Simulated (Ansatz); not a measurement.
Here is the system:

```
FeCo
1.0
    2.74471     0.00000     0.00000
    0.00000     2.74471     0.00000
    0.00000     0.00000     2.74471
Fe Co
1 1
Direct
  0.00000   0.00000   0.00000
  0.50000   0.50000   0.50000
```

Spin-polarised, with starting moments of sign Fe+ Co+.

The values are results of PBEsol/PAW in Ansatz (a program for electronic structure), no SOC, earlier PAW set, not measurements. Settings: 17×17×17 k-points, 0.05 eV Fermi–Dirac smearing.

**Question.** Predict the band gap and largest site moment.

**Answer.** 
```json
{
  "band_gap": "zero",
  "largest_site_moment": "2.62 μB"
}
```

Other magnetic orders, which the real material may have, were not ruled out. Load acts through the strain it causes; cell and atoms are relaxed under it. No phonon test of stability was made. Competing high-pressure phases were not computed. The cell was made from FeCo in the CsCl type structure (space group Pm-3m, No. 221; ferromagnetic) by this change: pressure 15 GPa.
